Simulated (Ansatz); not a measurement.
```
CELL_PARAMETERS angstrom
      0.00000     2.42808     2.42808
      2.42808     0.00000     2.42808
      2.42808     2.42808     0.00000
ATOMIC_POSITIONS crystal
  Y  0.00000 0.00000 0.00000
  N  0.50000 0.50000 0.50000
```

A single point on YN, its geometry relaxed with PBEsol.

Method: PBEsol, PAW, 420 eV (Ansatz, a quantum-chemistry and plane-wave program; spin-orbit coupling included). Settings: 12×12×12 k-points, 0.05 eV Fermi–Dirac smearing.

Problem. Predict the smallest direct gap.

Solution. 0.40 eV.

Problem. What is the computed valence-band top at Γ (three highest Kramers pairs, from the VBM)?

Solution. 0.00, 0.00, -0.06 eV.

Single points use the geometry relaxed with PBEsol. Whether these cells are dynamically stable was not tested. The cell is YN in the rock salt structure (space group Fm-3m, No. 225). A zero or small gap of YN can be the functional's error rather than a property of the material.
